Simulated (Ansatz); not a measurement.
Troubleshooting Ansatz (a first-principles code): a failed run on CoSn (P6/mmm, 6 atoms in the cell). The aim is a self-consistent single point with DFT, PBE, plane waves, default PAW files.

Cell that was meant: a = 5.3247 Å, b = 5.3247 Å, c = 4.2504 Å, α = 90.00°, β = 90.00°, γ = 120.00°.

Part of the input:

```yaml
    - [-2.662365, 4.611352, 0.000000]
    - [0.000000, 0.000000, 4.250404]
  atoms:
    - { symbol: co, position: [0.000000, 0.500000, 0.000000] }
    - { symbol: Co, position: [0.500000, 0.000000, 0.000000] }
    - { symbol: Co, position: [0.500000, 0.500000, 0.000000] }
    - { symbol: Sn, position: [0.666667, 0.333333, 0.500000] }
```

Output, abridged:

```
Error: YAML parse error: error: line 8 column 17: `co` is not an element symbol (H … Og, case-exact)
  --> <input>:8:17
   |
 6 |     - [0.000000, 0.000000, 4.250404]
 7 |   atoms:
 8 |     - { symbol: co, position: [0.000000, 0.500000, 0.000000] }
   |                 ^ `co` is not an element symbol (H … Og, case-exact)
 9 |     - { symbol: Co, position: [0.500000, 0.000000, 0.000000] }
10 |     - { symbol: Co, position: [0.500000, 0.500000, 0.000000] }
   |
```

### Question
Read the log: what does the program object to, and what is the fix?

### Answer
The fault is a mistyped element symbol. The symbol names no element. To fix it, correct the symbol. The program stopped before any SCF iteration.

The sound input it was made from differs as follows (other fixes are possible):
```diff
-    - { symbol: co, position: [0.000000, 0.500000, 0.000000] }
+    - { symbol: Co, position: [0.000000, 0.500000, 0.000000] }
```

With that input, the run converged in 8 iterations: free energy E − TS (on the zero of these files) -33451.5878 eV; Fermi level (on the code's own zero) 14.33 eV; pressure -1.79 GPa (DFT, PBE, plane waves, default PAW files).

On the sound input: the starting cell comes from a database of computed structures (which also holds hypothetical and non-ambient phases and stackings), without a prior relaxation at this level. Its lattice was rescaled by a random factor within 2.5 % of one. Spin polarisation is off. Ansatz's pressure includes its estimate of the finite-basis (Pulay) stress.
